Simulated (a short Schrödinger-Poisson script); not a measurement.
Structure: gated In0.52Al0.48As/In0.53Ga0.47As δ-doped gas in a quantum well, at 20 K.

```csv
layer,material,thickness (nm),Na (cm⁻³)
1,In0.52Al0.48As,20,-
2,In0.52Al0.48As,5,-
3,In0.53Ga0.47As,10,-
4,In0.52Al0.48As,4000,1e14
```

Constants are typed, rounded textbook-type inputs, not results; the design itself was drawn at random and stands for no fabricated device. In0.52Al0.48As: permittivity 12.5, conduction-band edge (eV) 0.52, gap (eV) 1.45, electron mass (mₑ) 0.075, Nv at 300 K (cm⁻³) 1.1e19. In0.53Ga0.47As: permittivity 13.9, conduction-band edge (eV) 0, gap (eV) 0.74, Nv at 300 K (cm⁻³) 7.7e18.

Channel valleys (confinement mass, in-plane density-of-states mass, number): Γ 0.041, 0.041, 1. At the gate the conduction-band edge of layer 1 lies 0.65 eV − eVg above the Fermi level of the channel; the field vanishes at the back. Sheet of ionised δ-doping: +2.3e12 e/cm² at 20 nm from the gate. The barrier under the gate holds no holes. Gaps are held at their typed values at every temperature. Mesh 0.08 nm at interfaces.

Solved with a short Schrödinger-Poisson script written for these runs: 1D Poisson equation in equilibrium, electrons quantum, Hartree (BenDaniel-Duke, 40 states a valley, the channel's in-plane mass for all, wave functions free to enter the barrier), parabolic valleys, classical holes, full ionisation, no traps, pinning or gate leakage.

The same stack at other levels of the model or other numerical settings:

| run | sheet density of all electrons at Vg = 0.4 V (cm⁻²) | sheet density of all electrons at Vg = -0.1 V (cm⁻²) | capacitance at Vg = 0.4 V (μF/cm²) | centroid of the channel electrons at Vg = 0.4 V (nm) | rough cost against the base |
|---|---|---|---|---|---|
| base | 1.90e12 | 8.00e11 | 0.355 | 4.21 | about 1 |
| electrons treated as classical, Boltzmann | 2.49e12 | 1.12e12 | 0.440 | 0.41 | 0.02 |
| electrons treated as classical, Fermi-Dirac | 1.96e12 | 8.51e11 | 0.361 | 4.07 | 0.09 |
| electrons treated as quantum, Hartree plus LDA exchange-correlation | 1.93e12 | 8.25e11 | 0.358 | 4.17 | 1 |
| mesh six times as coarse | 1.90e12 | 7.99e11 | 0.355 | 4.19 | 0.2 |
| one subband a valley | 1.90e12 | 8.00e11 | 0.355 | 4.21 | 0.2 |

The classical rows ignore confinement, and Boltzmann statistics overrate the density once the band edge passes the Fermi level.
